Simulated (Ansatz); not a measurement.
An Ansatz (an electronic-structure program) input for Li(Nb,Sb)O3 alloy cell Li2NbO6Sb (LiNbO3 type start):

Ansatz 0.2 input:
```yaml
crystal:
  lattice:
    - [2.589390644, -4.484956156, -0.000000016]
    - [2.588373765, 1.494398274, 4.605454283]
    - [-5.214642498, -3.010675266, 4.633571093]
  atoms:
    - { symbol: Li, position: [-0.001171674, 0.450401426, 0.722628329] }
    - { symbol: Li, position: [0.495644146, 0.945128301, 0.22448407] }
    - { symbol: Li, position: [0.001171674, 0.450401426, 0.222628329] }
    - { symbol: Li, position: [0.504355854, 0.945128301, 0.72448407] }
    - { symbol: Sb, position: [0.000886166, 0.016148263, 0.010969104] }
    - { symbol: Nb, position: [0.50474361, 0.515768312, 0.495191856] }
    - { symbol: Sb, position: [-0.000886166, 0.016148263, 0.510969104] }
    - { symbol: Nb, position: [0.49525639, 0.515768312, -0.004808144] }
    - { symbol: O, position: [0.694215362, 0.220175929, 0.583010057] }
    - { symbol: O, position: [0.198352678, 0.718217193, 0.087847402] }
    - { symbol: O, position: [0.181549713, 0.342357257, 0.457134553] }
    - { symbol: O, position: [0.679735229, 0.842005002, 0.957169723] }
    - { symbol: O, position: [0.135811999, 0.043686065, 0.761927687] }
    - { symbol: O, position: [0.626807467, 0.537712259, 0.265437219] }
    - { symbol: O, position: [0.801647322, 0.718217193, 0.587847402] }
    - { symbol: O, position: [0.305784638, 0.220175929, 0.083010057] }
    - { symbol: O, position: [0.320264771, 0.842005002, 0.457169723] }
    - { symbol: O, position: [0.818450287, 0.342357257, 0.957134553] }
    - { symbol: O, position: [0.864188001, 0.043686065, 0.261927687] }
    - { symbol: O, position: [0.373192533, 0.537712259, 0.765437219] }
basis:
  ecutwfc: 420
  ecutrho_ratio: 4
  xc_grid: 2
kpoints:
  mp_grid: { grid: [4, 4, 3] }
hamiltonian:
  xc: pbe
  dispersion: none
  pseudopotentials: { kind: paw }
scf:
  n_extra_bands: 26
  occupations: { method: fermi_dirac, width: 0.01 }
output:
  eigenstates:
    kpoints:
      - [0.0, 0.0, 0.0]
      - [0.0, -0.5, -0.5]
      - [-0.5, 0.0, -0.5]
      - [-0.5, -0.5, 0.0]
    e_range: [-5, 6]
    localisation: true
  eigenvalues: true
magnetization:
  noncollinear: true
  spin_orbit: true
```

The numbers are results of PBE with spin-orbit coupling (plane waves to 420 eV, PAW; Ansatz), not measurements. The runs are not spin-polarised. Its k-point mesh 4×4×3, Fermi–Dirac width 0.01 eV.

What does the end of the output print (band table and long remarks left out, numbers rounded to eight decimals)?


```
SCF converged after 12 iterations
Magnetization: |M| = 0.0000 μB,  M = (+0.0000, +0.0000, +0.0000) μB
Absolute magnetization: 0.0000 μB (∫|m|)
  site 0: m = (+0.0000, +0.0000, +0.0000) μB, |m| = 0.0000 μB  (R = 0.83 Å)
  site 1: m = (+0.0000, +0.0000, +0.0000) μB, |m| = 0.0000 μB  (R = 0.83 Å)
  site 2: m = (+0.0000, +0.0000, +0.0000) μB, |m| = 0.0000 μB  (R = 0.83 Å)
  site 3: m = (+0.0000, +0.0000, +0.0000) μB, |m| = 0.0000 μB  (R = 0.83 Å)
  site 4: m = (+0.0000, +0.0000, +0.0000) μB, |m| = 0.0000 μB  (R = 0.82 Å)
  site 5: m = (+0.0000, +0.0000, +0.0000) μB, |m| = 0.0000 μB  (R = 0.76 Å)
  site 6: m = (+0.0000, +0.0000, +0.0000) μB, |m| = 0.0000 μB  (R = 0.82 Å)
  site 7: m = (+0.0000, +0.0000, +0.0000) μB, |m| = 0.0000 μB  (R = 0.76 Å)
  site 8: m = (+0.0000, +0.0000, +0.0000) μB, |m| = 0.0000 μB  (R = 0.81 Å)
  site 9: m = (+0.0000, +0.0000, +0.0000) μB, |m| = 0.0000 μB  (R = 0.82 Å)
  site 10: m = (+0.0000, +0.0000, +0.0000) μB, |m| = 0.0000 μB  (R = 0.81 Å)
  site 11: m = (+0.0000, +0.0000, +0.0000) μB, |m| = 0.0000 μB  (R = 0.82 Å)
  site 12: m = (+0.0000, +0.0000, +0.0000) μB, |m| = 0.0000 μB  (R = 0.83 Å)
  site 13: m = (+0.0000, +0.0000, +0.0000) μB, |m| = 0.0000 μB  (R = 0.76 Å)
  site 14: m = (+0.0000, +0.0000, +0.0000) μB, |m| = 0.0000 μB  (R = 0.82 Å)
  site 15: m = (+0.0000, +0.0000, +0.0000) μB, |m| = 0.0000 μB  (R = 0.81 Å)
  site 16: m = (+0.0000, +0.0000, +0.0000) μB, |m| = 0.0000 μB  (R = 0.82 Å)
  site 17: m = (+0.0000, +0.0000, +0.0000) μB, |m| = 0.0000 μB  (R = 0.81 Å)
  site 18: m = (+0.0000, +0.0000, +0.0000) μB, |m| = 0.0000 μB  (R = 0.83 Å)
  site 19: m = (+0.0000, +0.0000, +0.0000) μB, |m| = 0.0000 μB  (R = 0.76 Å)
Free energy (F): -29720.491430 eV
Harris-Foulkes:  -29720.491430 eV  (|F-HF|=2.29e-9)
Internal energy: -29720.491430 eV  (E = F + TS)
E sigma→0 (E₀):  -29720.491430 eV
Fermi energy:    8.559244 eV
--- Per-component energies (eV) ---
  E_band       = -1048.569297
  E_kinetic    = 3400.225382
  E_local      = -9713.788169  (includes V_loc(G=0)·N_el)
  E_nonlocal   = 1414.490746
  E_hartree    = 3684.472741
  E_xc         = -1558.663816
  E_vxc        = -1806.961910  (∫ρ·V_xc dr)
  E_paw        = -17301.511589  (= ΣΔE_a)
  E_vpaw       = -1711.509650  (= ΣTr[D̂ρ^β])
  E_aug_tail   = 0.029415  (compensation charges beyond the density's cutoff)
  E_ewald      = -9645.746140
  E_smearing   = 0.000000  (= −TS)
  E_closure    = 0.000000  (closes the sum)
  Σ components = -29720.491430   (vs F -29720.491430, Δ=0.00e0)
```

Cost: very roughly 7 core-minutes.
